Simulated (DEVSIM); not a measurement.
Structure: Si p+/n-/n+ power diode, at 300 K.

Layer 1 from the left is Si, thickness (μm) 0.600, Na (cm⁻³) 4.9e18, τn (s) 4.7e-6, τp (s) 4.7e-6. Layer 2 from the left is Si, thickness (μm) 44.0, Nd (cm⁻³) 2.3e14, τn (s) 4.7e-6, τp (s) 4.7e-6. Layer 3 from the left is Si, thickness (μm) 4.70, Nd (cm⁻³) 1.6e18, τn (s) 4.7e-6, τp (s) 1.4e-7.

Left contact: ohmic. Right contact: ohmic. Voltage is applied to the left contact. Recombination: SRH at mid-gap, Auger. Mobility is μmin + (μ − μmin)/(1 + (N/Nref)^α).

The device is made up for the run: typed textbook-type constants, with dimensions and the other settings drawn at random. Values at 300 K.

Si: gap (eV) 1.124, affinity (eV) 4.05, permittivity 11.7, Nc (cm⁻³) 2.86e19, Nv (cm⁻³) 3.1e19, μn (cm²/Vs) 1417, μp (cm²/Vs) 470, μn,min 52, μp,min 45, Nref,n 9.7e16, Nref,p 2.2e17, αn 0.68, αp 0.72, Cn (cm⁶/s) 2.8e-31, Cp (cm⁶/s) 9.9e-32.

Model (solved in DEVSIM): 1D drift-diffusion, Boltzmann statistics, complete ionisation; no tunnelling, impact ionisation, image-force lowering or self-heating.

What does the simulation give for the dark forward voltage at 1 A/cm², the dark forward voltage at 100 A/cm², the potential step across the device at zero bias?

dark forward voltage at 1 A/cm² 0.711 V; dark forward voltage at 100 A/cm² 0.868 V; potential step across the device at zero bias 1.002 V.
